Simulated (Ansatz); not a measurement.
The parent structure is TiC in the rock salt structure (space group Fm-3m, No. 225; a = 4.293 Å; relaxed with 0.1 eV smearing). Axes: x, y, z lie along the cube axes.

Structures relaxed with PBEsol (Ansatz, a first-principles code), no spin-orbit coupling.

Base:

Simulated powder pattern, Cu Kα1, λ = 1.54056 Å (kinematic, ideal powder, no thermal factors, no anomalous dispersion; the 14 strongest lines at most, above 2 %, up to 2θ = 90°):

```csv
2θ (°),I/Imax (%),hkl
36.21,87,(111)
42.06,100,(200)
60.99,57,(220)
73.03,30,(311)
76.85,18,(222)
```

Modification: biaxial strain +2.90 %, plane normal [111], relaxed out of plane (Cartesian); in-plane vectors clamped, the third vector and the atoms free.

Problem. Where do the lines fall after the change?

Solution. 
Simulated powder pattern, Cu Kα1, λ = 1.54056 Å (kinematic, ideal powder, no thermal factors, no anomalous dispersion; the 14 strongest lines at most, above 2 %, up to 2θ = 90°):

```
2θ (°)  I/Imax (%)       hkl
------  ----------  --------
35.35           67  (1 1 -1)
36.88           20     (111)
41.50          100     (200)
59.10           30  (2 0 -2)
61.18           27     (220)
70.78          7.9  (1 1 -3)
71.73           15  (3 1 -1)
73.63          7.0     (311)
74.78           14  (2 2 -2)
78.50          3.9     (222)
```

The indices refer to the base's conventional cell; one index is shown for lines that coincide. The space group is now R-3m (No. 166).

Stability against distortions was not tested. All final runs are without spin polarisation.
